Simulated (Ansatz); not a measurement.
## AlO (model structure, started from the beta GaS type, P6₃/mmc, No. 194, 8 atoms in the cell)

Level of theory: LDA in Ansatz (plane waves, PAW).

Settings: plane-wave cutoff 520 eV, 12×12×4 k mesh (along the axes of the cell as run), Fermi–Dirac smearing 0.01 eV, scalar-relativistic PAW data made under PBE.

Cell (relaxed at this level):

```cif
data_Al4O4
_chemical_formula_sum 'Al4 O4'
_space_group_name_H-M_alt 'P 1'
_space_group_IT_number 1
_cell_length_a 2.93788
_cell_length_b 2.93788
_cell_length_c 12.51990
_cell_angle_alpha 90.000
_cell_angle_beta 90.000
_cell_angle_gamma 120.000
loop_
_space_group_symop_operation_xyz
  'x, y, z'
loop_
_atom_site_label
_atom_site_type_symbol
_atom_site_fract_x
_atom_site_fract_y
_atom_site_fract_z
_atom_site_occupancy
Al1 Al 0.33333 0.66667 0.14643 1
Al2 Al 0.66667 0.33333 0.64643 1
Al3 Al 0.66667 0.33333 0.85357 1
Al4 Al 0.33333 0.66667 0.35357 1
O1 O 0.33333 0.66667 0.59574 1
O2 O 0.66667 0.33333 0.09574 1
O3 O 0.66667 0.33333 0.40426 1
O4 O 0.33333 0.66667 0.90426 1
```

| Property | Value |
|---|---|
| band gap | 0.95 eV (indirect) |
| smallest direct gap on the k points sampled | 1.33 eV |
| direct gap at Γ | 3.03 eV |

Note: the relaxation could raise the start's symmetry but not lower it, so the cell can be a saddle point.

Static lattice: no zero-point or thermal effects.

A model structure was made by putting elements into a prototype or built by hand; it is no filed structure, need not be a known phase, and can be a saddle point held by its symmetry.

Ansatz is an electronic-structure program.
